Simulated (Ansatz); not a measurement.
Take KBr in the rock salt structure (space group Fm-3m, No. 225; a = 6.608 Å) as the base.

Calculations: r2SCAN/PAW in Ansatz (a first-principles code), no SOC.

Before the change:

- Volume per atom = 36.07 Å³
- Electron mass = 0.39 mₑ (at Γ)
- Band gap = 5.07 eV

Now apply this change: cell and atoms relaxed at a pressure of 0.3 GPa.

### Question
How does this affect the volume per atom?

### Answer
The volume per atom decreases by 0.64 Å³ (36.07 Å³ → 35.43 Å³).

### Question
How does this affect the electron mass?

### Answer
The electron mass changes from 0.39 mₑ (at Γ) to 0.38 mₑ (at Γ).

### Question
What does the calculation give for the band gap after the change?

### Answer
The band gap goes up by 0.05 eV (5.07 eV → 5.12 eV).

Load acts through the strain it causes; cell and atoms are relaxed under it. Effective masses come from finite differences of ±0.01 Å⁻¹. Stability against distortions was not tested.
